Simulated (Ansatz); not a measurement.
Start from Be3P2 (space group P-3m1, No. 164; a = 3.4683 Å, c = 5.6966 Å; a hypothetical phase, not in the database extracts checked). Axes: x lies along a and z along c of the hexagonal cell.

Level of theory: PBEsol (Ansatz, a first-principles code), no spin-orbit coupling.

For the base:

| Quantity | Result |
|---|---|
| Pressure | 0.0 GPa |
| Band gap | zero |
| Shortest interatomic distance | 2.170 Å |

Now apply this change: tensile biaxial strain of 4.41 % in the plane normal to [001], as in epitaxy on a mismatched substrate; the out-of-plane cell vector and the atoms relax.

Task: How does this affect the pressure?

Result: The pressure (mean of the normal stresses, compression positive) goes from zero to -6.4 GPa.

Task: What happens to the band gap?

Result: The band gap remains zero.

Task: Predict the new shortest interatomic distance.

Result: The shortest interatomic distance rises by 0.0093 Å (2.170 Å → 2.180 Å).

Without a gap, meshes like the base's 15×15×8 leave anisotropic stresses uncertain by several tenths of a GPa, and small strain energies with them. Stability against distortions was not tested. All final runs are without spin polarisation. The zero or small gap of Be3P2 can change with the level of theory.
